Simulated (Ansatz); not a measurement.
Data:

```yaml
crystal:
  lattice:
    - [3.23590, 0.00000, 0.00000]
    - [1.61795, 2.80237, 0.00000]
    - [0.00000, 0.00000, 24.56788]
  atoms:
    - { symbol: Se, position: [0.33333, 0.33333, 0.30516] }
    - { symbol: W, position: [0.66667, 0.66667, 0.37355] }
    - { symbol: Se, position: [0.33333, 0.33333, 0.44197] }
    - { symbol: Se, position: [0.66667, 0.66667, 0.55803] }
    - { symbol: W, position: [0.33333, 0.33333, 0.62645] }
    - { symbol: Se, position: [0.66667, 0.66667, 0.69484] }
```

No spin polarisation.

Computed with Ansatz (a quantum-chemistry and plane-wave program) PBEsol-D3(BJ), no spin-orbit coupling. k-mesh 12×12×1 (Γ-centred); smearing 0.05 eV (Fermi–Dirac). The cell is a slab with vacuum along z.

Problem. Predict the gap character, band gap, hole mass and smallest direct gap.

Solution. 
- Gap character = indirect, Γ → K–Γ (47 % along)
- Band gap = 1.10 eV
- Hole mass (in plane) = 0.98 mₑ (at Γ)
- Smallest direct gap = 1.75 eV

Spin-orbit coupling, missing from the scalar runs, can matter with W. Effective masses come from finite differences of ±0.01 Å⁻¹. Whether these cells are dynamically stable was not tested. The cell was made from WSe₂ in the 2H-MoS2 type structure (space group P6_3/mmc, No. 194; layered, stacked along the Cartesian z axis) by this change: a free-standing slab of 2 layers (6 atoms, 3 a layer) is cut normal to the stacking axis, with 15 Å of vacuum and the in-plane cell relaxed.
